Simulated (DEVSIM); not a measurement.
Device: Co/HfO2/p-GaAs capacitor, at 250 K.

```
layer (left to right)  material  thickness (nm)  Na (cm⁻³)
---------------------  --------  --------------  ---------
1                          HfO2            4.50          -
2                          GaAs            1400     2.1e17
```

Metal gate on the left, work function 5 eV. Fixed charge at the semiconductor interface 1.7e12 cm⁻² (in units of +e); interface traps 1e11 cm⁻² eV⁻¹, uniform in energy, neutral level at 0.5 of the gap above the valence band.

Constants are typed, rounded textbook-type inputs, not results; the design itself was drawn at random and stands for no fabricated device. Values at 300 K; Nc and Nv go as T^1.5, mobilities as T to minus their exponent, the gap by Varshni's rule with the affinity fixed.

```csv
parameter,HfO2,GaAs
gap (eV),5.7,1.424
affinity (eV),2.5,4.07
permittivity,22,12.9
Nc (cm⁻³),-,4.7e17
Nv (cm⁻³),-,9e18
Varshni α (eV/K),-,0.000541
Varshni β (K),-,204
```

DEVSIM, 1D Poisson equation in equilibrium, Boltzmann statistics, complete ionisation; no quantum confinement or tunnelling. Metal contacts follow the ideal Schottky-Mott rule: no Fermi-level pinning, no interface dipoles.

### Question
Tabulate band edges, carrier densities and field at 0.3 V on the gate.

### Answer
Energies count from the Fermi level of the right contact; mesh points crowd at the junctions.

| x (μm) | Ec (eV) | Ev (eV) | n (cm⁻³) | p (cm⁻³) | field (V/cm) |
|---|---|---|---|---|---|
| 0.000 | 2.200 | -3.500 | < 1e2 | < 1e2 | -18000 |
| 0.0009350 | 2.198 | -3.502 | < 1e2 | < 1e2 | -18000 |
| 0.002222 | 2.196 | -3.504 | < 1e2 | < 1e2 | -18000 |
| 0.003489 | 2.194 | -3.506 | < 1e2 | < 1e2 | -18000 |
| 0.004714 | 0.627 | -0.820 | 84000 | 210 | 210000 |
| 0.006046 | 0.654 | -0.792 | 24000 | 730 | 200000 |
| 0.008667 | 0.706 | -0.740 | 2100 | 8100 | 190000 |
| 0.01663 | 0.851 | -0.595 | < 1e2 | 7000000 | 170000 |
| 0.02949 | 1.047 | -0.399 | < 1e2 | 6.3e10 | 130000 |
| 0.05479 | 1.291 | -0.155 | < 1e2 | 5.1e15 | 59000 |
| 0.1046 | 1.371 | -0.076 | < 1e2 | 2.1e17 | 520 |
| 0.2558 | 1.371 | -0.075 | < 1e2 | 2.1e17 | ≈ 0 |
| 0.5002 | 1.371 | -0.075 | < 1e2 | 2.1e17 | ≈ 0 |
| 0.8886 | 1.371 | -0.075 | < 1e2 | 2.1e17 | ≈ 0 |
| 1.198 | 1.371 | -0.075 | < 1e2 | 2.1e17 | ≈ 0 |
| 1.300 | 1.371 | -0.075 | < 1e2 | 2.1e17 | ≈ 0 |
| 1.352 | 1.371 | -0.075 | < 1e2 | 2.1e17 | ≈ 0 |
| 1.378 | 1.371 | -0.075 | < 1e2 | 2.1e17 | ≈ 0 |
| 1.395 | 1.371 | -0.075 | < 1e2 | 2.1e17 | ≈ 0 |
| 1.400 | 1.371 | -0.075 | < 1e2 | 2.1e17 | ≈ 0 |
| 1.403 | 1.371 | -0.075 | < 1e2 | 2.1e17 | ≈ 0 |
| 1.405 | 1.371 | -0.075 | < 1e2 | 2.1e17 | ≈ 0 |
